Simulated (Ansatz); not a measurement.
## Carrier properties of SrTiO3 (Pm-3m)

```
SrTiO3
1.0
    3.89113     0.00000     0.00000
    0.00000     3.89113     0.00000
    0.00000     0.00000     3.89113
Sr Ti O
1 1 3
Cartesian
  0.00000   0.00000   0.00000
  1.94556   1.94556   1.94556
  1.94556   0.00000   1.94556
  0.00000   1.94556   1.94556
  1.94556   1.94556   0.00000
```

The numbers are results of PBEsol, rigid bands (plane waves, PAW, scalar-relativistic; Ansatz, an electronic-structure program), not measurements. How the cell was made: cell and atoms relaxed with PBEsol.

```
Item                                                                                                                                                         Result
---------------------------------------------------------------------------------------------------------------------------------------  --------------------------
band gap                                                                                                                                                    1.85 eV
electron conductivity mass (300 K, dilute)                                                                                                                  0.62 mₑ
hole conductivity mass (300 K, dilute)                                                                                                                      1.81 mₑ
effective density of states N_c (300 K)                                                                                                                 7.7e19 cm⁻³
effective density of states N_v (300 K)                                                                                                                 2.9e20 cm⁻³
density-of-states mass, electrons                                                                                                                            2.1 mₑ
density-of-states mass, holes                                                                                                                                5.1 mₑ
Seebeck coefficient, n-type 1e19 cm⁻³, 300 K                                                                                                              -393 μV/K
best n-type power factor at 300 K for τ = 10 fs (best axis; densities from 1e16 to 1e21 cm⁻³ tried, whether or not they can be reached)  22 μW/(cm·K²) at 3e20 cm⁻³
Seebeck coefficient, p-type 1e19 cm⁻³, 300 K                                                                                                               513 μV/K
```

Rigid bands; masses and Seebeck coefficients take one relaxation time τ for all states and one kind of carrier; polarons and phonon drag are left out. Spin-orbit coupling is left out; where it splits the top of the valence band, N_v and the p-type Seebeck coefficient come out somewhat high without it.
